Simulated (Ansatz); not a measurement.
**What tensor shear ε_xy = +1.43 % does to ZnSe**

Take ZnSe in the zinc blende structure (space group F-43m, No. 216; a = 5.633 Å) as the base. Axes: x, y, z lie along the cube axes.

Now apply this change: a pure shear with ε_xy = ε_yx = 0.0143; the atoms relax in the strained cell.

Computed with Kohn–Sham DFT with the PBEsol functional, run in Ansatz (a program for electronic structure) with PAW and 420 eV plane waves, spin-orbit coupling left out. Settings: 10×10×10 k-points, 0.05 eV Fermi–Dirac smearing.

The volume per atom hardly moves (22.35 Å³ against 22.34 Å³) and the space group changes from F-43m (No. 216) to Imm2 (No. 44). The energy goes up by 2.3 meV/atom and the pressure (mean of the normal stresses, compression positive) is nearly the same (0.00 GPa against 0.01 GPa). The band gap decreases by 0.10 eV, from 1.24 eV to 1.14 eV and the gap character remains direct at Γ. The valence-band top at Γ (three highest levels, from the VBM) becomes 0.00, -0.09, -0.17 eV (base: 0.00, 0.00, 0.00 eV) and the valley order (the lowest conduction-band minima on the path, energy above the VBM, named in the base's zone) goes from Γ 1.24 eV; L along ⟨111⟩ 2.48 eV to Γ 1.14 eV; L along [1-1-1] 2.28 eV; L along [111] 2.50 eV; X along [001] 2.64 eV. The largest internal atomic displacement is 0.014 Å and the stress (xx, yy, zz, yz, xz, xy; compression positive) comes out as (0.02, 0.02, 0.00, 0.00, 0.00, -1.14) GPa.

Final structure:

```xyz
2
Lattice="0.0403 2.8167 2.8167 2.8167 0.0403 2.8167 2.8569 2.8569 0.0000" Properties=species:S:1:pos:R:3 pbc="T T T"
Zn     0.0000     0.0000     0.0142
Se     1.4285     1.4285     1.3941
```

Stability against distortions was not tested. Labels are those of the standard path for the cell's own space group.
